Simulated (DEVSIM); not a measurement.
Device: TaN/SiON/p-GaAs capacitor, at 350 K.

| layer (left to right) | material | thickness (nm) | Na (cm⁻³) |
|---|---|---|---|
| 1 | SiON | 2.50 | - |
| 2 | GaAs | 1200 | 2.8e17 |

Metal gate on the left, work function 4.4 eV. Fixed charge at the semiconductor interface 0 cm⁻² (in units of +e); no interface traps.

The device is made up for the run: typed textbook-type constants, with dimensions and the other settings drawn at random. Values at 300 K; Nc and Nv go as T^1.5, mobilities as T to minus their exponent, the gap by Varshni's rule with the affinity fixed.

```tsv
parameter	SiON	GaAs
gap (eV)	7	1.424
affinity (eV)	1.4	4.07
permittivity	5.5	12.9
Nc (cm⁻³)	-	4.7e17
Nv (cm⁻³)	-	9e18
Varshni α (eV/K)	-	0.000541
Varshni β (K)	-	204
```

Model (solved in DEVSIM): 1D Poisson equation in equilibrium, Boltzmann statistics, complete ionisation; no quantum confinement or tunnelling. Metal contacts follow the ideal Schottky-Mott rule: no Fermi-level pinning, no interface dipoles.

### Question
Tabulate band edges, carrier densities and field at -0.2 V on the gate.

### Answer
Energies count from the Fermi level of the right contact; mesh points crowd at the junctions.

```csv
x (μm),Ec (eV),Ev (eV),n (cm⁻³),p (cm⁻³),field (V/cm)
0.000,3.200,-3.800,< 1e2,< 1e2,510000
0.0007695,3.239,-3.761,< 1e2,< 1e2,510000
0.001540,3.279,-3.721,< 1e2,< 1e2,510000
0.002275,3.316,-3.684,< 1e2,< 1e2,510000
0.003548,0.680,-0.721,9.6e7,4.7e8,210000
0.005542,0.722,-0.679,2.4e7,1.9e9,210000
0.009334,0.797,-0.604,2000000,2.3e10,190000
0.01997,0.977,-0.424,5000,9.0e12,150000
0.03677,1.172,-0.229,< 1e2,5.7e15,83000
0.06874,1.284,-0.117,< 1e2,2.3e17,6200
0.1253,1.289,-0.112,< 1e2,2.8e17,11
0.2901,1.289,-0.112,< 1e2,2.8e17,≈ 0
0.5505,1.289,-0.112,< 1e2,2.8e17,≈ 0
0.8538,1.289,-0.112,< 1e2,2.8e17,≈ 0
1.054,1.289,-0.112,< 1e2,2.8e17,≈ 0
1.125,1.289,-0.112,< 1e2,2.8e17,≈ 0
1.162,1.289,-0.112,< 1e2,2.8e17,≈ 0
1.181,1.289,-0.112,< 1e2,2.8e17,≈ 0
1.194,1.289,-0.112,< 1e2,2.8e17,≈ 0
1.199,1.289,-0.112,< 1e2,2.8e17,≈ 0
1.201,1.289,-0.112,< 1e2,2.8e17,≈ 0
1.202,1.289,-0.112,< 1e2,2.8e17,≈ 0
```
